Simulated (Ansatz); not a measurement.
Defect migration in corundum: O vacancy, neutral cell. The step: a nearby O atom hops onto the vacant site; the atom moves 2.89 Å along (-0.30, -0.69, 0.00) of the unit cell; the moving atom starts with neighbours Al at 1.87, Al at 1.89, 2 Al at 1.99 Å and ends with Al at 1.88, Al at 1.89, 2 Al at 1.99 Å. DFT values are from Ansatz (plane-wave PAW, 420 eV unless said) in a cell of 120 host sites, spin-restricted, static, with no finite-size correction. The charge state is imposed; whether it is stable for some Fermi level was not computed. Forms of the defect that were not tried may lie lower. For the PBE band: the saddle point's order was not checked.

```json
[
 {"Level": "CHGNet universal potential (has no charge state), its own band", "Forward barrier (eV)": "2.23", "Cost of the band or of the saddle's single point": "-"},
 {"Level": "PBE, the Γ point alone, band relaxed", "Forward barrier (eV)": "4.75", "Cost of the band or of the saddle's single point": "about 23 core-minutes (a rough figure)"},
 {"Level": "PBE, a 2×2×2 k-point mesh shifted by half a step along c, same geometries", "Forward barrier (eV)": "5.04", "Cost of the band or of the saddle's single point": "about 4 core-minutes (a rough figure)"},
 {"Level": "r2SCAN at 500 eV, the Γ point alone, same geometries", "Forward barrier (eV)": "…", "Cost of the band or of the saddle's single point": "around 100 core-seconds (rough)"}
]
```

Fill in the missing entries.


- r2SCAN at 500 eV, the Γ point alone, same geometries, Forward barrier (eV): 5.18

At the Γ point alone and the same geometries, HSE06 less PBE is +0.46 eV for this barrier.

Ansatz is an electronic-structure program.
